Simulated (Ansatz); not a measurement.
The reference is InP in the zinc blende structure (space group F-43m, No. 216).

```
InP
1.0
    0.00000     2.95351     2.95351
    2.95351     0.00000     2.95351
    2.95351     2.95351     0.00000
P In
1 1
Direct
  0.75000   0.75000   0.75000
  0.00000   0.00000   0.00000
```

Cartesian axes are those of the cell as printed.

Method: r2SCAN (Ansatz, a first-principles code; PAW; 500 eV plane waves; without spin-orbit coupling).

For the base:

* **Band gap**: 1.03 eV
* **Gap character**: direct at Γ
* **Shortest interatomic distance**: 2.558 Å

One thing is altered: uniaxial strain ε_xx = −3.90 %, all other strain components held at zero; the atoms relax in the strained cell.

### Question
Estimate the effect on the energy relative to the base.

### Answer
The energy rises by 12 meV/atom.

### Question
What happens to the band gap?

### Answer
The band gap grows by 0.10 eV (1.03 eV → 1.13 eV).

### Question
Predict the new hole mass.

### Answer
The hole mass comes out as 0.082 mₑ along x, 0.40 mₑ across (at Γ).

### Question
Predict the new gap character.

### Answer
The gap character remains direct at Γ.

### Question
Estimate the effect on the shortest interatomic distance.

### Answer
The shortest interatomic distance shrinks by 0.033 Å (2.558 Å → 2.525 Å).

Effective masses come from finite differences of ±0.01 Å⁻¹. No phonon test of stability was made. k-point labels follow each cell's own Brillouin zone.
